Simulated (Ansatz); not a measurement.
A computed series for Rh: response to strain

Start from Rh in the fcc (Cu type) structure (space group Fm-3m, No. 225; relaxed with 0.1 eV smearing).

```yaml
crystal:
  lattice:
    - [0.00000, 1.90082, 1.90082]
    - [1.90082, 0.00000, 1.90082]
    - [1.90082, 1.90082, 0.00000]
  atoms:
    - { symbol: Rh, position: [0.00000, 0.00000, 0.00000] }
```

Cartesian axes are those of the cell as printed.

Strains are applied to the cell and any free atomic positions relax; under biaxial strain the out-of-plane vector relaxes too; under stress the whole cell relaxes.

Level of theory: r2SCAN (Ansatz, a program for electronic structure, PAW, scalar-relativistic without spin-orbit coupling), earlier PAW set.

Candidates:
(a) tensor shear ε_xz = +1.97 %
(b) biaxial strain +1.29 %, plane normal [001], relaxed out of plane
(c) uniaxial stress, 2 GPa compression along z

Notes on the quantities. energy relative to the base: free energy F.

Task: Order them by energy relative to the base, lowest first.

Result: (c) uniaxial stress, 2 GPa compression along z (+0.5 meV/atom), (b) biaxial strain +1.29 %, plane normal [001], relaxed out of plane (+6.3 meV/atom), (a) tensor shear ε_xz = +1.97 % (+13 meV/atom)

Beyond what the load breaks, stability against distortions was not tested. All final runs are without spin polarisation.
